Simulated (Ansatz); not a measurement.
System: SnC (model structure, started from the wurtzite type, P6₃mc, No. 186, 4 atoms in the cell). Method: PBE (Ansatz, a quantum-chemistry and plane-wave program, plane waves, PAW).

Excerpt of the program's output:

```
Crystal: 4 atoms, lattice volume = 65.657 Å³
Basis set: ecut = 520 eV, 1761 PW (Γ), exchange–correlation on 54×54×90 points (8 copies of the dense FFT grid, shifted against one another)
Bands: 22, of which v1, the nominal top of the filled ones, is band 18 counted from 1 (17 counted from 0)
Symmetry: 12 space group operations
Space group: P63mc (ITA 186), of the structure as read, at distance tolerance 4.0e-5 Å
k-points: 76 of 864 (time reversal used)
Functional: x = pbe(κ = 0.804, μ = 0.2195149727645171), c = pbe(β = 0.06672455060314922)
SCF iter   1: F=—  HF=-12547.051345 eV  |F-HF|=—  |Δ(HF+E_count)|=         —  Δρ=3.12e-3  dr2=8.36e-3
SCF iter   2: F=—  HF=-12547.048333 eV  |F-HF|=—  |Δ(HF+E_count)|=   3.01e-3  Δρ=1.28e-3  dr2=6.74e-4
  ...
SCF iter   6: F=—  HF=-12547.048371 eV  |F-HF|=—  |Δ(HF+E_count)|=   3.04e-6  Δρ=2.79e-6  dr2=3.94e-9
SCF iter   7: F=-12547.048371 eV  HF=-12547.048371 eV  |F-HF|=1.82e-11  |Δ(HF+E_count)|=   1.48e-9  Δρ=6.35e-7  dr2=1.73e-10
SCF 1 converged in 7 iterations: F = -12547.048371 eV  dr2 = 1.73e-10
SCF converged after 7 iterations
Free energy (F): -12547.048371 eV
Internal energy: -12547.048371 eV  (E = F + TS)
E sigma→0 (E₀):  -12547.048371 eV
Fermi energy:    11.068760 eV
--- Stress (GPa, compression-positive) ---
        0.003107       0.000000       0.000000
        0.000000       0.003107       0.000000
        0.000000       0.000000      -0.002868
  P = ⅓ Tr σ = 0.0011 GPa (0.011 kbar)
```

### Question
Write an input file that could have produced this run (the log leaves some choices open).

### Answer
Several could match; the one computed here: 
Ansatz 0.2 input:
```yaml
crystal:
  lattice:
    - [3.590991552, 0.0000002896, 0.0]
    - [-1.7954960268, 3.109889764, 0.0]
    - [0.0, 0.0, 5.8792113693]
  atoms:
    - { symbol: Sn, position: [0.6666666667, 0.3333333333, 0.0004151669] }
    - { symbol: Sn, position: [0.3333333333, 0.6666666667, 0.5004151669] }
    - { symbol: C, position: [0.6666666667, 0.3333333333, 0.6247848331] }
    - { symbol: C, position: [0.3333333333, 0.6666666667, 0.1247848331] }
basis:
  ecutwfc: 520
  ecutrho_ratio: 4
  xc_grid: 2
kpoints:
  mp_grid: { grid: [12, 12, 6] }
  band_path:
    path:
      - [0.0, 0.0, 0.0]
      - [0.05, 0.0, 0.0]
      - [0.1, 0.0, 0.0]
      - [0.15, 0.0, 0.0]
      - [0.2, 0.0, 0.0]
      - [0.25, 0.0, 0.0]
      - [0.3, 0.0, 0.0]
      - [0.35, 0.0, 0.0]
      - [0.4, 0.0, 0.0]
      - [0.45, 0.0, 0.0]
      - [0.5, 0.0, 0.0]
      - [0.466667, 0.066667, 0.0]
      - [0.433333, 0.133333, 0.0]
      - [0.4, 0.2, 0.0]
      - [0.366667, 0.266667, 0.0]
      - [0.333333, 0.333333, 0.0]
      - [0.30303, 0.30303, 0.0]
      - [0.272727, 0.272727, 0.0]
      - [0.242424, 0.242424, 0.0]
      - [0.212121, 0.212121, 0.0]
      - [0.181818, 0.181818, 0.0]
      - [0.151515, 0.151515, 0.0]
      - [0.121212, 0.121212, 0.0]
      - [0.090909, 0.090909, 0.0]
      - [0.060606, 0.060606, 0.0]
      - [0.030303, 0.030303, 0.0]
      - [0.0, 0.0, 0.125]
      - [0.0, 0.0, 0.25]
      - [0.0, 0.0, 0.375]
      - [0.0, 0.0, 0.5]
      - [0.05, 0.0, 0.5]
      - [0.1, 0.0, 0.5]
      - [0.15, 0.0, 0.5]
      - [0.2, 0.0, 0.5]
      - [0.25, 0.0, 0.5]
      - [0.3, 0.0, 0.5]
      - [0.35, 0.0, 0.5]
      - [0.4, 0.0, 0.5]
      - [0.45, 0.0, 0.5]
      - [0.5, 0.0, 0.5]
      - [0.466667, 0.066667, 0.5]
      - [0.433333, 0.133333, 0.5]
      - [0.4, 0.2, 0.5]
      - [0.366667, 0.266667, 0.5]
      - [0.333333, 0.333333, 0.5]
      - [0.30303, 0.30303, 0.5]
      - [0.272727, 0.272727, 0.5]
      - [0.242424, 0.242424, 0.5]
      - [0.212121, 0.212121, 0.5]
      - [0.181818, 0.181818, 0.5]
      - [0.151515, 0.151515, 0.5]
      - [0.121212, 0.121212, 0.5]
      - [0.090909, 0.090909, 0.5]
      - [0.060606, 0.060606, 0.5]
      - [0.030303, 0.030303, 0.5]
      - [0.5, 0.0, 0.375]
      - [0.5, 0.0, 0.25]
      - [0.5, 0.0, 0.125]
      - [0.333333, 0.333333, 0.375]
      - [0.333333, 0.333333, 0.25]
      - [0.333333, 0.333333, 0.125]
    npoints: 1
hamiltonian:
  xc: pbe
  dispersion: none
  pseudopotentials: { kind: paw }
scf:
  occupations: { method: fermi_dirac, width: 0.01 }
  convergence: { dr2_threshold: 0.0000000004 }
output:
  forces: true
  stress: true
  eigenvalues: true
  write_bands: true
```

Note: the relaxation could raise the start's symmetry but not lower it, so the cell can be a saddle point.

A model structure was made by putting elements into a prototype or built by hand; it is no filed structure, need not be a known phase, and can be a saddle point held by its symmetry.
